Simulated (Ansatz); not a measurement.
Take TiO₂ in the anatase structure (space group I4_1/amd, No. 141; a = 3.770 Å, c = 9.552 Å) as the base. Axes: x, y, z lie along a, b, c of the conventional cell.

Method: Ansatz (a program for electronic structure) PBEsol, scalar-relativistic without spin-orbit coupling.

Strains are applied to the cell and any free atomic positions relax; under biaxial strain the out-of-plane vector relaxes too.

One change was made to it. Results:

```tsv
quantity	base	after
band gap	2.11 eV	1.86 eV
energy relative to the base (free energy F)	0 meV/atom	+18 meV/atom
shortest interatomic distance	1.928 Å	1.951 Å
```

Question: What was done to the base?
A. biaxial strain +1.20 %, plane normal [001], relaxed out of plane
B. biaxial strain +3.00 %, plane normal [001], relaxed out of plane
C. biaxial strain +1.80 %, plane normal [001], relaxed out of plane

Answer: B, biaxial strain +3.00 %, plane normal [001], relaxed out of plane. For comparison, the band gap in the other runs: biaxial strain +1.80 %, plane normal [001], relaxed out of plane gives 1.95 eV; biaxial strain +1.20 %, plane normal [001], relaxed out of plane gives 1.99 eV.

No phonon test of stability was made. The final runs are not spin-polarised.
